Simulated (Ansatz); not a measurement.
Levels about the gap of amorphous Si18Ba6O42 (66 atoms in a cell of 1074 Å³, 3.09 g/cm³; zone centre alone, so wide bands show as single levels with stretches between that a denser mesh fills), at the geometry that PBE relaxed, where it gives 0.0 GPa on a denser mesh. The participation number counts the atoms over which a state spreads; weights are charges in smoothed Voronoi cells. The levels come from a single point, so bond lengths are those of that geometry. Method of the levels: PBE, scalar-relativistic without spin-orbit coupling (Ansatz, an electronic-structure program). Sampling: the zone centre alone; Fermi-Dirac width 0.02 eV; no spin polarisation. At PBE the levels at the filled edge of the gap are localised (band-tail or defect states), and the nearest spread-out levels lie 4.9 eV apart at the zone centre.

Preparation: random packing, a CHGNet melt and quench, and a DFT relaxation. O atoms were pushed apart under 1.9 Å during the dynamics, to hinder bonds among them. The hot cell started wider than the set density and was brought back towards it in steps. It is the lowest in DFT energy of 2 quenches. It is a model cell: composition and starting density were chosen by hand, and all elements were melted together. No dispersion term was used. Its density started from a set value of 3.25 and ended at 3.09 g/cm³. The quench (nominally 240 K/ps over its main leg) was far faster than any real one, so the model tends to hold more defects than a real film. One small periodic cell is one sample of the glass; other quenches scatter about these values. Volume and shape were free in the relaxation.

```tsv
E - E(highest filled), eV	filling	participation number	largest on	weight O	weight Ba	weight Si
-0.69	filled	9.3	O, 2 neighbours	0.94	0.03	0.04
-0.61	filled	8.4	O, 2 neighbours	0.94	0.02	0.04
-0.44	filled	2.1	O, 2 neighbours	0.91	0.04	0.05
-0.41	filled	5.1	O, 2 neighbours	0.92	0.03	0.05
-0.31	filled	3.4	O, 2 neighbours	0.94	0.02	0.05
-0.26	filled	3.3	O, 2 neighbours	0.92	0.03	0.05
0.00	filled	2.9	O, 2 neighbours	0.94	0.01	0.05
3.75	empty	44.3	Ba, 4 neighbours	0.69	0.16	0.15
4.75	empty	7.5	Ba, 4 neighbours	0.47	0.46	0.07
5.21	empty	5.2	Ba, 4 neighbours	0.43	0.52	0.05
5.32	empty	7.5	Ba, 4 neighbours	0.51	0.44	0.05
5.36	empty	29.6	Ba, 4 neighbours	0.59	0.26	0.14
5.41	empty	15.6	Ba, 4 neighbours	0.48	0.46	0.06
5.53	empty	26.7	Ba, 6 neighbours	0.56	0.32	0.12
```

Most localised among these is the filled level at -0.44 eV, on a O atom, which has 2 neighbours (Si 1.57 Å, Ba 2.53 Å).
